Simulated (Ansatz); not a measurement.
Here is the system:

End structure of a constructed model of the (0001) surface of hcp Ru, (√3x√3)R30° layer of Te, one a cell, in the other hollow (bottom of the slab: a bare face, its two planes held):

```xyz
19
Lattice="4.0821 2.3568 0.0000 -4.0821 2.3568 0.0000 0.0000 0.0000 29.5000" Properties=species:S:1:pos:R:3 pbc="T T T"
Ru     1.3607     0.7856     8.1294
Ru     0.0000     3.1424     8.1294
Ru    -1.3607     0.7856     8.1294
Ru     0.0000     1.5712    10.2759
Ru     2.7214     1.5712    10.2759
Ru    -2.7214     1.5712    10.2759
Ru     1.3617     0.7850    12.4057
Ru    -0.0010     3.1418    12.4057
Ru    -1.3607     0.7868    12.4057
Ru     0.0040     1.5689    14.5848
Ru     2.7214     1.5759    14.5848
Ru    -2.7254     1.5689    14.5848
Ru     1.3638     0.7838    16.7237
Ru    -0.0031     3.1406    16.7237
Ru    -1.3607     0.7892    16.7237
Ru    -0.0192     1.5823    18.8013
Ru     2.7214     1.5491    18.8013
Ru    -2.7022     1.5823    18.8013
Te    -1.3607     2.3568    20.9528
```

Slab: 19 atoms, 13.2 Å thick at the start; k 9x9x1, smearing 0.1 eV, dipole-corrected; 6 atoms held, the rest relaxed; held to the start's symmetry, so lower structures may exist; no spin, no spin-orbit, no U. In PBE it is, or lies within 0.01 eV a 1x1 cell of, the lowest of the 2 structures of its composition computed so far; larger cells were not tried.

Q: What is the computed work function of the top face (PBE in Ansatz, a quantum-chemistry and plane-wave program)?

A: 4.54 eV
